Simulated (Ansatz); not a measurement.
Base system: GaN in the CsCl type structure (space group Pm-3m, No. 221; a hypothetical phase, not in the database extracts checked; relaxed with 0.1 eV smearing).

```
GaN
1.0
    2.74274     0.00000     0.00000
    0.00000     2.74274     0.00000
    0.00000     0.00000     2.74274
Ga N
1 1
Direct
  0.00000   0.00000   0.00000
  0.50000   0.50000   0.50000
```

Cartesian axes are those of the cell as printed.

Computed with PBE, PAW, 420 eV (Ansatz, a program for electronic structure; no SOC).

It is then changed as follows: uniaxial strain ε_yy = −1.49 %, all other strain components held at zero; the atoms relax in the strained cell.

Problem. Predict the stress tensor and what it implies for the stiffness.

Solution. Stress of the strained cell less that of the base (GPa, compression positive):
```
    1.5     0.0     0.0
    0.0     4.0     0.0
    0.0     0.0     1.5
```

Then −Δσ_ii/ε with ε = -0.0149 gives secant stiffness values (nonlinear terms included at this strain): C22 ≈ 266 GPa, C12 ≈ 99 GPa and C23 ≈ 99 GPa.

No phonon test of stability was made. All final runs are without spin polarisation.
